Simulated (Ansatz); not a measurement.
The parent structure is MgS in the rock salt structure (space group Fm-3m, No. 225; a = 5.2030 Å). Axes: x, y, z lie along the cube axes.

Level of theory: r2SCAN, PAW, 500 eV (Ansatz, a first-principles code; no SOC).

Base values:

The pressure is 0.00 GPa.

One thing is altered: uniaxial strain ε_zz = −1.50 %, all other strain components held at zero; the atoms relax in the strained cell.

Problem. Predict the new energy relative to the base and pressure.

Solution. The energy goes up by 2.0 meV/atom; the pressure (mean of the normal stresses, compression positive) goes from zero to 1.28 GPa.

No phonon test of stability was made.
